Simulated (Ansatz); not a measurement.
Worked example: self-consistent single point of CdSe (F-43m, 2 atoms in the cell) in Ansatz (a program for electronic structure).

Computed with PBE, PAW files (plane waves; Ansatz).

```xyz
2
Lattice="0.0000 3.0420 3.0420 3.0420 0.0000 3.0420 3.0420 3.0420 0.0000" Properties=species:S:1:pos:R:3 pbc="T T T"
Cd     0.0000     0.0000     0.0000
Se     4.5630     4.5630     4.5630
```

Reference input (self-consistent single point, DFT, PBE, plane waves, PAW files): kpoints.mp_grid.grid = 6 6 6; hamiltonian.xc = pbe; hamiltonian.pseudopotentials = {kind: paw} (the program's default PAW files); scf.occupations.method = fixed. This run's input differs from it in these lines:

Ansatz 0.2 input:
```diff
@@ -10,3 +10,3 @@
 kpoints:
-  mp_grid: { grid: [6, 6, 6] }
+  mp_grid: { grid: [5, 5, 5] }
 hamiltonian:
```

Output (repeated stretches shortened):

```
SCF iter   1: F=—  HF=-13725.372449 eV  |F-HF|=—  |Δ(HF+E_count)|=         —  Δρ=5.08e-2  dr2=1.42e0  ethr=3.10e-3  ⟨swp⟩=4.7  Hψ=813  notcnv=0  defer=18
all-band conjugate gradients solve this SCF's bands
preconditioner: auto → none
SCF iter   2: F=—  HF=-13724.905497 eV  |F-HF|=—  |Δ(HF+E_count)|=   4.67e-1  Δρ=2.06e-2  dr2=1.93e-1  ethr=3.10e-3  ⟨swp⟩=4.0  Hψ=540  notcnv=0  defer=19
SCF iter   3: F=—  HF=-13724.843502 eV  |F-HF|=—  |Δ(HF+E_count)|=   6.20e-2  Δρ=9.25e-3  dr2=2.65e-2  ethr=5.36e-4  ⟨swp⟩=2.5  Hψ=368  notcnv=0  defer=17
SCF iter   4: F=—  HF=-13724.838339 eV  |F-HF|=—  |Δ(HF+E_count)|=   5.16e-3  Δρ=9.16e-4  dr2=2.23e-4  ethr=7.36e-5  ⟨swp⟩=2.3  Hψ=390  notcnv=0  defer=14
SCF iter   5: F=—  HF=-13724.838495 eV  |F-HF|=—  |Δ(HF+E_count)|=   1.56e-4  Δρ=1.44e-4  dr2=6.45e-6  ethr=6.20e-7  ⟨swp⟩=2.0  Hψ=387  notcnv=0  defer=17
SCF iter   6: F=—  HF=-13724.838488 eV  |F-HF|=—  |Δ(HF+E_count)|=   7.46e-6  Δρ=1.67e-5  dr2=2.11e-7  ethr=1.79e-8  ⟨swp⟩=2.0  Hψ=400  notcnv=0  defer=11
SCF iter   7: F=-13724.838488 eV  HF=-13724.838488 eV  |F-HF|=2.87e-8  |Δ(HF+E_count)|=   1.85e-7  Δρ=1.03e-5  dr2=6.48e-8  ethr=2.78e-10  ⟨swp⟩=6.2  Hψ=1085  notcnv=0
SCF 1 converged in 7 iterations: F = -13724.838488 eV  dr2 = 6.48e-8
Free energy (F): -13724.838488 eV
Internal energy: -13724.838488 eV  (E = F + TS)
E sigma→0 (E₀):  -13724.838488 eV
Fermi energy:    7.293013 eV
--- Forces (eV/Å), atoms counted from 1 ---
  atom   1  Cd    -0.00000000     0.00000000     0.00000000
  atom   2  Se     0.00000000     0.00000000    -0.00000000
--- Stress (GPa, compression-positive) ---
        2.838896      -0.000000      -0.000000
        0.000000       2.838896       0.000000
       -0.000000       0.000000       2.838896
  P = ⅓ Tr σ = 2.8389 GPa (28.389 kbar)
  The stress holds the Pulay correction. Without it, at fixed plane waves, as pw.x and ABINIT print it: P = 2.8140 GPa
```

The run converged in 7 iterations. Against the reference run the free energy rises by 4.7 meV/atom, the pressure moves little (2.80 to 2.84 GPa) and the gap on the mesh moves little (0.605 to 0.601 eV).

The starting cell comes from a database of computed structures (which also holds hypothetical and non-ambient phases and stackings), without a prior relaxation at this level. Its lattice was rescaled by a random factor within 2.5 % of one. Ansatz's pressure includes its estimate of the finite-basis (Pulay) stress.
